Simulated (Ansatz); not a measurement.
We consider Co (Fd-3m, No. 227, 6 atoms in the cell; start mp-1072089; another form than the element's usual one), described by r²SCAN (plane waves, PAW; Ansatz, a program for electronic structure).

Run with plane-wave cutoff 560 eV, 16×16×16 k mesh, Fermi–Dirac smearing 0.05 eV, spin-polarised start, scalar-relativistic PAW data made under PBE.

Cell (relaxed at this level):

```xyz
6
Lattice="0.0000 3.2331 3.2331 3.2331 0.0000 3.2331 3.2331 3.2331 0.0000" Properties=species:S:1:pos:R:3 pbc="T T T"
Co     1.6165     1.6165     1.6165
Co     0.0000     0.0000     0.0000
Co     2.4248     2.4248     4.0414
Co     2.4248     4.0414     2.4248
Co     4.0414     4.0414     4.0414
Co     4.0414     2.4248     2.4248
```

### Question
Predict the bulk modulus B0.

### Answer

bulk modulus B0: 207 GPa

The run finds no gap.

Note: the magnetic order was assumed, not searched for or taken from measurement; the bulk modulus is −V dP/dV from two relaxed cells at ±2 % in volume; the relaxation could not lower the start's symmetry, so the cell can be a saddle point above a distorted one.

Computed values are for the static lattice.

A start named mp-… is a Materials Project structure, which need not be a measured phase.
